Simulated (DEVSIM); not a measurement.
System: GaAs n-p junction from an implanted or diffused profile, at 300 K.

Layer 1 from the left is GaAs, thickness (μm) 20.0, Na (cm⁻³) 1.1e15, τn (s) 8.1e-10, τp (s) 8.1e-10.

Added donor profile: 9.6e16 cm⁻³ × exp(−(x − 0.072 μm)²/(2·(0.22 μm)²)). Left contact: ohmic. Right contact: ohmic. Voltage is applied to the left contact. Recombination: SRH at mid-gap, radiative. Mobility is μmin + (μ − μmin)/(1 + (N/Nref)^α).

The device is made up for the run: typed textbook-type constants, with dimensions and the other settings drawn at random. Values at 300 K.

GaAs: gap (eV) 1.424, affinity (eV) 4.07, permittivity 12.9, Nc (cm⁻³) 4.7e17, Nv (cm⁻³) 9e18, μn (cm²/Vs) 8500, μp (cm²/Vs) 400, μn,min 500, μp,min 20, Nref,n 6e16, Nref,p 1.5e17, αn 0.39, αp 0.38, B (cm³/s) 2e-10.

Model (solved in DEVSIM): 1D drift-diffusion, Boltzmann statistics, complete ionisation; no tunnelling, impact ionisation, image-force lowering or self-heating.

### Question
What does the simulation give for the potential step across the device at zero bias, the dark forward voltage at 1 A/cm²?

### Answer
potential step across the device at zero bias 1.148 V; dark forward voltage at 1 A/cm² 0.938 V.
